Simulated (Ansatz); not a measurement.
Ansatz (a quantum-chemistry and plane-wave program) is run on V3Os (Fm-3m, 4 atoms in the cell), and the run fails. The aim is a self-consistent single point with DFT, LDA (PW92), plane waves, default PAW files made with PBE.

Cell that was meant: a = 4.2134 Å, b = 4.2134 Å, c = 4.2134 Å, α = 60.00°, β = 60.00°, γ = 60.00°.

Part of the input:

```yaml
  occupations:
    method: fermi_dirac
    width: 0.05
  max_iter: 3
output:
  forces: true
  eigenvalues: true
```

Output, abridged:

```
SCF iter   1: F=—  HF=-19701.238031 eV  |F-HF|=—  |Δ(HF+E_count)|=         —  Δρ=1.01e-2  dr2=7.56e-2  ethr=1.77e-3  ⟨swp⟩=4.0  Hψ=21765  notcnv=0
all-band conjugate gradients solve this SCF's bands
preconditioner: auto → Kerker (q_TF=auto, 2.746 Å⁻¹)
SCF iter   2: F=—  HF=-19701.232780 eV  |F-HF|=—  |Δ(HF+E_count)|=   5.25e-3  Δρ=3.90e-3  dr2=8.58e-3  ethr=1.37e-4  ⟨swp⟩=3.2  Hψ=13735  notcnv=0
SCF iter   3: F=—  HF=-19701.232160 eV  |F-HF|=—  |Δ(HF+E_count)|=   6.20e-4  Δρ=9.76e-4  dr2=2.57e-4  ethr=1.56e-5  ⟨swp⟩=2.9  Hψ=13146  notcnv=0
Error: did not converge after 3 iterations: dr2 = 2.57e-4 (threshold 1.00e-7), under the density mixer `msr1`, which `scf.mixing.algorithm: auto` chose by the deck's other keys (type `scf.mixing.algorithm: msr1` to keep it); raise `scf.max_iter`, which need not help a stalled SCF, or adjust the mixing (`scf.mixing`) or, under a smearing, its width (`scf.occupations.width`, in either direction: another width is another result); this SCF holds its density and magnetisation to the symmetry operations that it keeps, and cannot end on a state that breaks one of them: if the state sought breaks one, re-run with `crystal.symmetry.detect: false`, without `crystal.symmetry.time_reversal: [...]
```

### Question
What is wrong, and how is it fixed?

### Answer
The fault is an iteration limit that is too low. The loop is cut before its threshold is met, so whatever is printed at the end is not self-consistent. To fix it, raise the limit, or leave it to the default. The run ended unconverged after 3 iterations.

An input that runs soundly differs in these lines (not the only fix; some lines may just follow from the change or write a value another way):
```diff
-  max_iter: 3
```

With that input, the run converged in 7 iterations: free energy E − TS (on the zero of these files) -19701.2322 eV; Fermi level (on the code's own zero) 19.35 eV; pressure -10.41 GPa (DFT, LDA (PW92), plane waves, default PAW files made with PBE).

On the sound input: the starting cell comes from a database of computed structures (which also holds hypothetical and non-ambient phases and stackings), without a prior relaxation at this level. Its lattice was rescaled by a random factor within 2.5 % of one. Spin polarisation is off. With a pressure of about -10 GPa the cell is away from its equilibrium volume at this level. Ansatz's pressure includes its estimate of the finite-basis (Pulay) stress.

Keys are those of Ansatz 0.2.
